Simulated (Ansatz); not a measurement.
Electronic density of states of amorphous Si$_{24}$O$_{53}$Ta$_{2}$, density 2.65 g/cm³, on a 2×2×2 Γ-centred mesh with a Gaussian width of 0.1 eV; energies count from the Fermi level, whose place inside the gap is arbitrary. Cell and mesh are small, so fine structure isn't converged. Level of theory: PBE, scalar-relativistic without spin-orbit coupling (plane waves to 420 eV, PAW; Ansatz, a program for electronic structure). Sampling: a 2×2×2 Γ-centred mesh; Fermi-Dirac width 0.02 eV; no spin polarisation. At PBE the levels at both edges of the gap are localised (band-tail or defect states), and the nearest spread-out levels lie 5.6 eV apart at the zone centre.

A CHGNet melt-quench gave the starting glass, which DFT then relaxed. O atoms were pushed apart under 1.9 Å during the dynamics, to hinder bonds among them. The hot cell started wider than the set density and was brought back towards it in steps. It is the lowest in DFT energy of 2 quenches. It is a model cell: composition and starting density were chosen by hand, and all elements were melted together. No dispersion term was used. Its density started from a set value of 2.65 and ended at 2.65 g/cm³. Cooling (nominally 480 K/ps over its main leg) ran many orders faster than in experiment, which tends to leave more defects and strain. Values belong to this one cell and scatter from quench to quench. The volume was held where the preparation left it and the shape relaxed, at a PBE pressure of 0.0 GPa.

(E - EF (eV), states/(eV atom)): (-12.00, 0.00); (-11.90, 0.00); (-11.80, 0.00); (-11.70, 0.00); (-11.60, 0.02); (-11.50, 0.07); (-11.40, 0.15); (-11.30, 0.15); (-11.20, 0.11); (-11.10, 0.13); (-11.00, 0.12); (-10.90, 0.13); (-10.80, 0.14); (-10.70, 0.15); (-10.60, 0.18); (-10.50, 0.19); (-10.40, 0.22); (-10.30, 0.20); (-10.20, 0.19); (-10.10, 0.19); (-10.00, 0.18); (-9.90, 0.19); (-9.80, 0.19); (-9.70, 0.19); (-9.60, 0.20); (-9.50, 0.20); (-9.40, 0.19); (-9.30, 0.18); (-9.20, 0.20); (-9.10, 0.20); (-9.00, 0.17); (-8.90, 0.18); (-8.80, 0.19); (-8.70, 0.19); (-8.60, 0.21); (-8.50, 0.25); (-8.40, 0.30); (-8.30, 0.32); (-8.20, 0.33); (-8.10, 0.40); (-8.00, 0.44); (-7.90, 0.47); (-7.80, 0.50); (-7.70, 0.52); (-7.60, 0.55); (-7.50, 0.58); (-7.40, 0.60); (-7.30, 0.54); (-7.20, 0.54); (-7.10, 0.53); (-7.00, 0.45); (-6.90, 0.45); (-6.80, 0.34); (-6.70, 0.13); (-6.60, 0.11); (-6.50, 0.12); (-6.40, 0.10); (-6.30, 0.18); (-6.20, 0.22); (-6.10, 0.29); (-6.00, 0.40); (-5.90, 0.45); (-5.80, 0.46); (-5.70, 0.43); (-5.60, 0.37); (-5.50, 0.46); (-5.40, 0.60); (-5.30, 0.65); (-5.20, 0.71); (-5.10, 0.74); (-5.00, 0.69); (-4.90, 0.64); (-4.80, 0.68); (-4.70, 0.75); (-4.60, 0.79); (-4.50, 0.82); (-4.40, 0.84); (-4.30, 0.85); (-4.20, 0.82); (-4.10, 0.84); (-4.00, 0.88); (-3.90, 0.89); (-3.80, 0.90); (-3.70, 0.89); (-3.60, 0.90); (-3.50, 0.91); (-3.40, 0.92); (-3.30, 0.87); (-3.20, 0.79); (-3.10, 0.71); (-3.00, 0.62); (-2.90, 0.50); (-2.80, 0.39); (-2.70, 0.38); (-2.60, 0.39); (-2.50, 0.40); (-2.40, 0.21); (-2.30, 0.19); (-2.20, 0.29); (-2.10, 0.20); (-2.00, 0.08); (-1.90, 0.09); (-1.80, 0.13); (-1.70, 0.04); (-1.60, 0.07); (-1.50, 0.13); (-1.40, 0.05); (-1.30, 0.00); (-1.20, 0.00); (-1.10, 0.00); (-1.00, 0.00); (-0.90, 0.00); (-0.80, 0.00); (-0.70, 0.00); (-0.60, 0.00); (-0.50, 0.00); (-0.40, 0.00); (-0.30, 0.00); (-0.20, 0.00); (-0.10, 0.00); (0.00, 0.00); (0.10, 0.00); (0.20, 0.00); (0.30, 0.00); (0.40, 0.00); (0.50, 0.00); (0.60, 0.00); (0.70, 0.00); (0.80, 0.00); (0.90, 0.00); (1.00, 0.00); (1.10, 0.00); (1.20, 0.00); (1.30, 0.00); (1.40, 0.05); (1.50, 0.13); (1.60, 0.07); (1.70, 0.02); (1.80, 0.10); (1.90, 0.11); (2.00, 0.02); (2.10, 0.00); (2.20, 0.01); (2.30, 0.09); (2.40, 0.16); (2.50, 0.16); (2.60, 0.09); (2.70, 0.11); (2.80, 0.13); (2.90, 0.06); (3.00, 0.12); (3.10, 0.11); (3.20, 0.05); (3.30, 0.09); (3.40, 0.15); (3.50, 0.14); (3.60, 0.10); (3.70, 0.13); (3.80, 0.16); (3.90, 0.12); (4.00, 0.07); (4.10, 0.07); (4.20, 0.09); (4.30, 0.09); (4.40, 0.11); (4.50, 0.11); (4.60, 0.13); (4.70, 0.11); (4.80, 0.11); (4.90, 0.18); (5.00, 0.21); (5.10, 0.20); (5.20, 0.21); (5.30, 0.22); (5.40, 0.21); (5.50, 0.23); (5.60, 0.29); (5.70, 0.29); (5.80, 0.33); (5.90, 0.36); (6.00, 0.35); (6.10, 0.42); (6.20, 0.42); (6.30, 0.46)

The gap between localised states on this mesh is 3.01 eV; the broadening fills part of it in the curve.
